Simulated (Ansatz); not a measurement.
The starting structures come from a database of crystals and need not be the phases stable at ambient conditions.

Input:

```yaml
crystal:
  lattice:
    - [4.19870, 0.00000, 0.00000]
    - [-2.09935, 3.63618, 0.00000]
    - [2.09935, -1.21206, 3.42823]
  atoms:
    - { symbol: Mg, position: [0.00000, 0.00000, 0.00000] }
    - { symbol: Se, position: [0.25000, 0.75000, 0.25000] }
```

Space group of this cell: F-43m, zinc blende. The cell is taken as given.

Computed with r2SCAN (plane waves, PAW; Ansatz, a program for electronic structure).

The current runs along the normal of the first two printed vectors; no spin-orbit coupling. Scaled by the factor s: all lengths (ions clamped). Meshes 10×10×10 and 12×12 across the current in all rows.

| s | mean pressure (GPa) | band gap (eV) |
|---|---|---|
| 0.98 | 3.7 | 3.65 |
| 1.00 | 0.2 | 3.36 |
| 1.02 | -2.4 | ? |

### Question
Take the slope of the band gap against ln s from the two given rows, extrapolate to s = 1.02, and say what the run there gives.

### Answer
Slope = (3.65 − 3.36) / ln 0.98 = -14.4 eV. The line gives 3.36 + (-14.4) × ln 1.02 = 3.08 eV. The run gives 3.08 eV, as the line does.
